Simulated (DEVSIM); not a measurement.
System: Si n-p junction from an implanted or diffused profile, at 400 K.

```
layer (left to right)  material  thickness (μm)  Na (cm⁻³)  τn (s)  τp (s)
---------------------  --------  --------------  ---------  ------  ------
1                            Si             130       3e14  3.1e-7  3.1e-7
```

Added donor profile: 7.5e18 cm⁻³ × exp(−(x − 0 μm)²/(2·(0.047 μm)²)). Left contact: ohmic. Right contact: ohmic. Voltage is applied to the left contact. Recombination: SRH at mid-gap, radiative, Auger. Gap narrowing is on: ΔEg = 6.92 meV × (l + √(l² + 0.5)), l = ln(N/1.3e17 cm⁻³), shared equally by both band edges. Mobility is constant in doping.

The device is made up for the run: typed textbook-type constants, with dimensions and the other settings drawn at random. Values at 300 K; Nc and Nv go as T^1.5, mobilities as T to minus their exponent, the gap by Varshni's rule with the affinity fixed.

```csv
parameter,Si
gap (eV),1.124
affinity (eV),4.05
permittivity,11.7
Nc (cm⁻³),2.86e19
Nv (cm⁻³),3.1e19
μn (cm²/Vs),1417
μp (cm²/Vs),470
T exponent of μn,2.3
T exponent of μp,2.2
B (cm³/s),4.7e-15
Cn (cm⁶/s),2.8e-31
Cp (cm⁶/s),9.9e-32
Varshni α (eV/K),0.000473
Varshni β (K),636
```

Simulated with DEVSIM: 1D drift-diffusion, Boltzmann statistics, complete ionisation; no tunnelling, impact ionisation, image-force lowering or self-heating.

The temperature was swept, all else fixed.

```
temperature (K)  dark forward voltage at 1 A/cm² (V)  potential step across the device at zero bias (V)
---------------  -----------------------------------  -------------------------------------------------
250                                            0.809                                              0.842
300                                            0.765                                              0.763
350                                            0.737                                              0.680
400                                       (withheld)                                              0.594
450                                            0.687                                              0.507
500                                            0.449                                              0.434
```

Task: Some entries are withheld; supply them.

Result: 
- 400, dark forward voltage at 1 A/cm² (V): 0.721
